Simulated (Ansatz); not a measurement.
We consider 1T (CdI2-type) MgI2, described by PBEsol (Ansatz, a program for electronic structure, PAW).

Give the computed interlayer binding energy, layer repeat distance and gap between the layers.


* **interlayer binding energy**: 1.6 meV/Å²
* **layer repeat distance**: 7.023 Å
* **gap between the layers**: 3.685 Å

Note: the cell comes from a level without a dispersion term, which matters for the spacing of layers, chains or molecules; the cell has widely spaced layers and the level no dispersion term, so their spacing and the moduli can rest on weak binding.

Spin–orbit coupling is not included.

It cost about 3 core-minutes (a rough figure) of CPU time.
